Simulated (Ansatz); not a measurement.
Worked example: self-consistent single point of ScAlCu (Amm2, 12 atoms in the cell) in Ansatz (a quantum-chemistry and plane-wave program)

Computed with PBEsol, default PAW files made with PBE (plane waves; Ansatz).

Input as run:

Ansatz 0.2 input:
```yaml
# ScAlCu
crystal:
  lattice:
    - [8.388130, 0.000000, 0.000000]
    - [0.000000, 2.635550, 4.469975]
    - [0.000000, -2.635550, 4.469975]
  atoms:
    - { symbol: Sc, position: [0.803480, 0.333090, 0.333090] }
    - { symbol: Sc, position: [0.196520, 0.333090, 0.333090] }
    - { symbol: Sc, position: [0.683870, 0.666920, 0.666920] }
    - { symbol: Sc, position: [0.316130, 0.666920, 0.666920] }
    - { symbol: Al, position: [0.739400, 0.996250, 0.996250] }
    - { symbol: Al, position: [0.260600, 0.996250, 0.996250] }
    - { symbol: Al, position: [0.000000, 0.831220, 0.345220] }
    - { symbol: Al, position: [0.000000, 0.345220, 0.831220] }
    - { symbol: Cu, position: [0.000000, 0.831820, 0.831820] }
    - { symbol: Cu, position: [0.500000, 0.171460, 0.657000] }
    - { symbol: Cu, position: [0.500000, 0.657000, 0.171460] }
    - { symbol: Cu, position: [0.500000, 0.170840, 0.170840] }
basis:
  ecutwfc: 30.9 Ry
kpoints:
  mp_grid:
    grid: [3, 6, 6]
hamiltonian:
  xc: pbesol
  pseudopotentials:
    kind: paw
scf:
  occupations:
    method: cold
    width: 0.0147 Ry
output:
  forces: true
  eigenvalues: true
  stress: true
```

Output (repeated stretches shortened):

```
WARN ansatz: RAYON_NUM_THREADS=1 ignored (pool sized by the plan → 1); use --threads N
Pseudopotentials: kind: paw
Pseudopotential: Sc, paw, valence charge 11
Pseudopotential: Al, paw, valence charge 3
Pseudopotential: Cu, paw, valence charge 19
Crystal: 12 atoms, lattice volume = 197.638 Å³
Basis set: ecut = 420.4159175005146 eV, 3895 PW (Γ), exchange–correlation on 120×72×72 points (8 copies of the dense FFT grid, shifted against one another)
Bands: 80, of which v1, the nominal top of the filled ones, is band 66 counted from 1 (65 counted from 0)
Symmetry: 4 space group operations
Space group: Amm2 (ITA 38), of the structure as read, at distance tolerance 5.8e-5 Å
k-points: 26 of 108 (time reversal used)
PAW frozen core: Sc, regenerated for the run's functional, and the local potential with it
PAW frozen core: Al, regenerated for the run's functional, and the local potential with it
PAW frozen core: Cu, regenerated for the run's functional, and the local potential with it
Initial density: superposition of atomic densities (neutral atoms: chi_scale 0, normalization atom), corrected by the library's trained network
Initial wavefunctions: pseudopotential atomic-orbital guess
Eigensolver: davidson
Functional: x = pbesol(κ = 0.804, μ = 0.12345679012345678), c = pbesol(β = 0.046)
SCF iter   1: F=—  HF=-36903.777647 eV  |F-HF|=—  |Δ(HF+E_count)|=         —  Δρ=1.13e-2  dr2=1.63e-1  ethr=1.77e-3  ⟨swp⟩=5.7  Hψ=7661  notcnv=0
all-band conjugate gradients solve this SCF's bands
preconditioner: auto → Kerker (q_TF=auto, 2.551 Å⁻¹)
SCF iter   2: F=—  HF=-36903.750178 eV  |F-HF|=—  |Δ(HF+E_count)|=   2.75e-2  S|Δr|=    0.00e0  Δρ=1.95e-3  dr2=1.14e-2  ethr=1.23e-4  ⟨swp⟩=2.0  Hψ=3029  notcnv=0
SCF iter   3: F=—  HF=-36903.747536 eV  |F-HF|=—  |Δ(HF+E_count)|=   2.64e-3  S|Δr|=    0.00e0  Δρ=1.44e-3  dr2=5.18e-3  ethr=8.62e-6  ⟨swp⟩=2.0  Hψ=3276  notcnv=0
SCF iter   4: F=—  HF=-36903.746623 eV  |F-HF|=—  |Δ(HF+E_count)|=   9.13e-4  S|Δr|=    0.00e0  Δρ=6.57e-4  dr2=1.02e-3  ethr=3.93e-6  ⟨swp⟩=2.3  Hψ=2885  notcnv=0
SCF iter   5: F=—  HF=-36903.746436 eV  |F-HF|=—  |Δ(HF+E_count)|=   1.88e-4  S|Δr|=    0.00e0  Δρ=3.72e-4  dr2=2.39e-4  ethr=7.71e-7  ⟨swp⟩=2.0  Hψ=2785  notcnv=0
SCF iter   6: F=—  HF=-36903.746388 eV  |F-HF|=—  |Δ(HF+E_count)|=   4.81e-5  S|Δr|=    0.00e0  Δρ=6.79e-5  dr2=1.39e-5  ethr=1.81e-7  ⟨swp⟩=2.0  Hψ=2816  notcnv=0
SCF iter   7: F=—  HF=-36903.746438 eV  |F-HF|=—  |Δ(HF+E_count)|=   5.02e-5  S|Δr|=    0.00e0  Δρ=2.14e-5  dr2=9.53e-7  ethr=1.05e-8  ⟨swp⟩=2.0  Hψ=2877  notcnv=0
SCF iter   8: F=—  HF=-36903.746438 eV  |F-HF|=—  |Δ(HF+E_count)|=   1.23e-7  S|Δr|=    0.00e0  Δρ=6.41e-6  dr2=1.74e-7  ethr=7.22e-10  ⟨swp⟩=2.0  Hψ=2891  notcnv=0
SCF iter   9: F=-36903.746438 eV  HF=-36903.746438 eV  |F-HF|=6.88e-8  |Δ(HF+E_count)|=   1.66e-8  S|Δr|=    0.00e0  Δρ=5.46e-6  dr2=4.63e-8  ethr=7.58e-11  ⟨swp⟩=9.2  Hψ=7249  notcnv=0
SCF 1 converged in 9 iterations: F = -36903.746438 eV  dr2 = 4.63e-8
SCF converged after 9 iterations
Stability not checked (fill_not_monotonic)
Free energy (F): -36903.746438 eV
Harris-Foulkes:  -36903.746438 eV  (|F-HF|=6.88e-8)
Internal energy: -36903.711740 eV  (E = F + TS)
E sigma→0 (E₀):  -36903.734872 eV
Entropy (-TS):   -0.034699 eV (-2.892 meV/atom)
Fermi energy:    11.279021 eV
--- Per-component energies (eV) ---
  E_band       = -2388.309487
  E_kinetic    = 2336.892631
  E_local      = -28085.331128  (includes V_loc(G=0)·N_el)
  E_nonlocal   = 1924.070535
  E_hartree    = 12391.809696
  E_xc         = -931.037932
  E_vxc        = -1097.541555  (∫ρ·V_xc dr)
  E_paw        = -12038.417458  (= ΣΔE_a)
  E_vpaw       = -2250.040572  (= ΣTr[D̂ρ^β])
  E_aug_tail   = 0.001036  (compensation charges beyond the density's cutoff)
  E_ewald      = -12503.116585
  E_core_change = 1.417465  (= ΣΔE_core)
  E_smearing   = -0.034699  (= −TS)
  E_closure    = -0.000000  (closes the sum)
  Σ components = -36903.746438   (vs F -36903.746438, Δ=0.00e0)
--- Forces (eV/Å), atoms counted from 1 ---
  atom   1  Sc    -0.16739965     0.00000000    -0.00207230
  atom   2  Sc     0.16739965     0.00000000    -0.00207230
  atom   3  Sc    -0.10752063     0.00000000    -0.01152098
  atom   4  Sc     0.10752063     0.00000000    -0.01152098
  atom   5  Al    -0.11323445     0.00000000    -0.04740058
  atom   6  Al     0.11323445     0.00000000    -0.04740058
  atom   7  Al     0.00000000     0.03248330     0.04635659
  atom   8  Al     0.00000000    -0.03248330     0.04635659
  atom   9  Cu     0.00000000     0.00000000     0.07561652
  atom  10  Cu     0.00000000     0.05650122    -0.02419656
  atom  11  Cu     0.00000000    -0.05650122    -0.02419656
  atom  12  Cu     0.00000000     0.00000000     0.00205315
  max |Σ_I F_I| component: 1.99e-6 eV/Å
--- Stress (GPa, compression-positive) ---
       -3.423214       0.000000       0.000000
        0.000000      -3.052660       0.000000
        0.000000       0.000000      -3.374324
  P = ⅓ Tr σ = -3.2834 GPa (-32.834 kbar)
  The stress holds the Pulay correction. Without it, at fixed plane waves, as pw.x and ABINIT print it: P = -3.3262 GPa
--- Band table (eV; the first three rows and the last of 26) ---
  k-point 0: bands = ["-101.6312", "-101.3991", "-101.3957", "-101.3717", "-59.2048", "-59.1100", "-59.0915", "-58.9648", "-58.9610", "-58.9318", "-58.9097", "-58.8865", "-58.8829", "-58.8553", "-58.8430", "-58.8354", "-38.1260", "-38.1064", [...]
  k-point 1: bands = ["-101.6312", "-101.3989", "-101.3958", "-101.3718", "-59.2048", "-59.1100", "-59.0915", "-58.9646", "-58.9612", "-58.9318", "-58.9070", "-58.8852", "-58.8822", "-58.8575", "-58.8447", "-58.8362", "-38.1253", "-38.1056", [...]
  k-point 2: bands = ["-101.6312", "-101.3984", "-101.3963", "-101.3718", "-59.2048", "-59.1100", "-59.0915", "-58.9640", "-58.9617", "-58.9319", "-58.9009", "-58.8826", "-58.8795", "-58.8633", "-58.8493", "-58.8372", "-38.1238", "-38.1041", [...]
  k-point 25: bands = ["-101.6312", "-101.3988", "-101.3956", "-101.3720", "-59.2048", "-59.1100", "-59.0915", "-58.9645", "-58.9610", "-58.9321", "-58.8972", "-58.8809", "-58.8761", "-58.8612", "-58.8545", "-58.8430", "-38.1228", "-38.1031", [...]
```

The run converged in 9 iterations.

The starting cell comes from a database of computed structures (which also holds hypothetical and non-ambient phases and stackings), without a prior relaxation at this level. Spin polarisation is off. With a pressure of about -3 GPa the cell is away from its equilibrium volume at this level. Ansatz's pressure includes its estimate of the finite-basis (Pulay) stress.

Cost on one core of a shared machine: roughly 50 s.
